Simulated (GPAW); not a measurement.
**Short convergence ladders for CdPd (P4mm, 2 atoms in the cell)**

```xyz
2
Lattice="3.0281 0.0000 0.0000 0.0000 3.0281 0.0000 0.0000 0.0000 3.6824" Properties=species:S:1:pos:R:3 pbc="T T T"
Cd     0.0000     0.0000     0.0500
Pd     1.5141     1.5141     1.8412
```

Base method: LDA (Perdew-Wang 92), GPAW PAW datasets LDA (gpaw-data 1.0.1) (plane waves; GPAW 25.7.0).

Base settings: mode = pw; ecut = 600 eV; xc = LDA; kpts = 5 5 4; mesh shift (steps) = 0 0 0; occupations.name = fermi-dirac; occupations.width = 0.1 eV; nbands = -10; convergence.density = 1e-05 e/electron; symmetry.symmorphic = false.

The count of work is k-points × plane waves × bands × iterations; it is no time. Core times come from one kind of shared machine, to one figure; runs under 30 s give none.

**The k-point mesh at a smearing width of 0.02 eV**

In this ladder: occupations.width = 0.02 eV.

Only quantities that move along the ladder and can be compared are tabulated.

```csv
kpts,free energy less the last step's (meV/atom),pressure (GPa),largest difference of a force vector from the last step's (eV/Å),count of work / last,core time / last (rough)
4 4 3,51.83,-8.16,0.012,0.020,–
6 6 5,7.16,-7.94,0.001,0.048,0.06
8 8 7,7.24,-7.87,0.006,0.091,0.1
12 12 10,-1.39,-7.89,0.001,0.27,0.3
14 14 12,-0.44,-7.91,0.001,0.51,0.5
21 21 17,0.00,-7.85,0.000,1.0,1
```

Coarsest kpts that holds the pressure within 0.2 GPa of the last step, with all finer ones: 6 6 5, at 0.048 of the last step's count of work and about 0.06 of the last step's time; the step before is off by 0.31 GPa.

Coarsest kpts that holds the free energy within 1 meV/atom of the last step, with all finer ones: 14 14 12; the step before is off by 1.4 meV/atom.

Coarsest kpts that holds the forces within 0.005 eV/Å of the last step, with all finer ones: 12 12 10, at 0.27 of the last step's count of work and about 0.3 of the last step's time; the step before is off by 0.006 eV/Å.

Two neighbours can agree and both be off: 6 6 5 and 8 8 7 differ by 0.08 meV/atom in the free energy, yet lie about 7.2 meV/atom from the last step.

**The width of Fermi-Dirac smearing**

In this ladder: kpts = 8 8 7.

Narrow widths need finer meshes than wide ones, so the last steps can hold mesh noise.

Only quantities that move along the ladder and can be compared are tabulated; pressure and forces are left out, as mesh noise rules them at narrow widths.

```csv
occupations.width,free energy less the last step's (meV/atom),energy extrapolated to zero width less the last step's (meV/atom)
1 eV,-729.17,78.55
0.5 eV,-145.28,21.85
0.3 eV,-43.61,0.71
0.1 eV,0.00,0.00
```

Widest occupations.width that holds the free energy within 5 meV/atom: not settled: the last two steps still differ by 44 meV/atom, over half the tolerance, so the ladder does not show it.

Widest occupations.width that holds the energy extrapolated to zero width within 2 meV/atom of the last step, with all finer ones: 0.3 eV; the step before is off by 22 meV/atom.

The extrapolation to zero width removes most of the smearing's effect on the energy.

**The setting conv density**

Moved along: convergence.energy, convergence.eigenstates.

The mesh stays at the base's, so the ladder's end is converged at best in this setting alone.

Only quantities that move along the ladder and can be compared are tabulated.

```tsv
convergence.density	pressure (GPa)	largest difference of a force vector from the last step's (eV/Å)
0.01 e/electron	-8.05	0.047
0.001 e/electron	-8.09	0.012
0.0001 e/electron	-8.03	0.005
1e-05 e/electron	-8.00	0.001
1e-06 e/electron	-8.00	0.000
1e-07 e/electron	-8.00	0.000
```

Coarsest convergence.density that holds the forces within 0.02 eV/Å of the last step, with all finer ones: 0.001 e/electron; the step before is off by 0.047 eV/Å.

On the base run: the starting cell comes from a database of computed structures (which also holds hypothetical and non-ambient phases and stackings), without a prior relaxation at this level. Its lattice was rescaled by up to half a per cent. One atom was moved a little off its site on purpose. Spin polarisation is off. In the base run, with a pressure of about -8 GPa the cell is away from its equilibrium volume at this level. Without a gap this mesh is coarse (it stands for a supercell whose shortest vector is 15 Å).

Left out of this page: 1 run of the series outside the window shown, repeating another row's setting, or not comparable.
